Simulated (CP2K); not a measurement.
A self-consistent single point of Tl₃Si (P1, 4 atoms in the cell) with CP2K.

Method of the run: PBEsol, GPW, DZVP-MOLOPT-SR-GTH basis, GTH-PBE potentials (GTH_POTENTIALS) run with CP2K.

```yaml
crystal:
  lattice:
    - [4.78374, 0.00000, 0.00000]
    - [0.00000, 4.78374, 0.00000]
    - [0.00000, 0.00000, 4.78374]
  atoms:
    - { symbol: Tl, position: [0.98724, 0.51216, 0.50545] }
    - { symbol: Tl, position: [0.48297, 0.99737, 0.49068] }
    - { symbol: Tl, position: [0.52056, 0.50302, 0.01453] }
    - { symbol: Si, position: [0.00922, 0.98745, 0.98934] }
```

Reference input (self-consistent single point, DFT PBEsol, GPW, DZVP-MOLOPT-SR-GTH basis, GTH-PBE potentials (GTH_POTENTIALS)): CUTOFF = 500 Ry; REL_CUTOFF = 40 Ry; SMEAR/METHOD = FERMI_DIRAC; ELECTRONIC_TEMPERATURE = 1160.45 K; KPOINTS/SCHEME = MONKHORST-PACK 5 5 5; XC_FUNCTIONAL = PBE:PBESOL; Tl/BASIS_SET = DZVP-MOLOPT-SR-GTH; Tl/POTENTIAL = GTH-PBE-q13; Si/BASIS_SET = DZVP-MOLOPT-SR-GTH; Si/POTENTIAL = GTH-PBE-q4; METHOD = GPW; EPS_DEFAULT = 1e-10. This run's input differs from it in these lines:

```diff
@@ -17,3 +17,3 @@
       CUTOFF 500
-      REL_CUTOFF 40
+      REL_CUTOFF 20
       NGRIDS 5
```

Output, abridged:

```
 SCF WAVEFUNCTION OPTIMIZATION

  Step     Update method      Time    Convergence         Total energy    Change
     1 NoMix/Diag. 0.30E+00      -     0.64745881      -153.5148166577 -1.54E+02
     2 Broy./Diag. 0.30E+00      -     0.01031924      -154.4351439277 -9.20E-01
     3 Broy./Diag. 0.30E+00      -     0.03701619      -153.7580693242  6.77E-01
     4 Broy./Diag. 0.30E+00      -     0.00587681      -153.3252289240  4.33E-01
     5 Broy./Diag. 0.30E+00      -     0.00264874      -153.3407057561 -1.55E-02
     6 Broy./Diag. 0.30E+00      -     0.00128193      -153.3605213229 -1.98E-02
   [... 7 lines left out ...]
    14 Broy./Diag. 0.30E+00      -     0.00000062      -153.3644964817  5.81E-06
    15 Broy./Diag. 0.30E+00      -     0.00000066      -153.3644976168 -1.14E-06
    16 Broy./Diag. 0.30E+00      -     0.00000034      -153.3644976495 -3.27E-08
    17 Broy./Diag. 0.30E+00      -     0.00000010      -153.3644996108 -1.96E-06
  *** SCF run converged in    17 steps ***

  Overlap energy of the core charge distribution:               0.00000000000021
  Self energy of the core charge distribution:               -270.29810048151597
  Core Hamiltonian energy:                                     78.26784622965924
  Hartree energy:                                              59.45278409044580
  Exchange-correlation energy:                                -20.78427594126711
  Electronic entropic energy:                                  -0.00275350811445
  Fermi energy:                                                 0.23776531011556

  Total energy:                                              -153.36449961082479
  Total energy (extrapolated to T->0):                       -153.36312285676757

   [... lines left out ...]

 STRESS| Analytical stress tensor [bar]
 STRESS|                        x                   y                   z
 STRESS|      x       -1.62625789161E+04   4.76141612817E+02   3.33577326898E+02
 STRESS|      y        4.76141612817E+02  -1.74783383344E+04   6.96334095514E+02
 STRESS|      z        3.33577326898E+02   6.96334095514E+02  -1.51880606330E+04
 STRESS| 1/3 Trace                                            -1.63096592945E+04
```

The run converged in 17 iterations. Against the reference run the free energy hardly moves (within 1 meV/atom), the pressure moves little (-1.67 to -1.63 GPa) and the largest force goes from 0.266 to 0.254 eV/Å.

The starting cell comes from a database of computed structures (which also holds hypothetical and non-ambient phases and stackings), without a prior relaxation at this level. Its atoms were displaced at random from the sites of space group no. 221. Values carry the incompleteness of an atom-centred basis. The potentials were made for another functional than the one used.

Cost on one core of a shared machine: roughly 50 s.
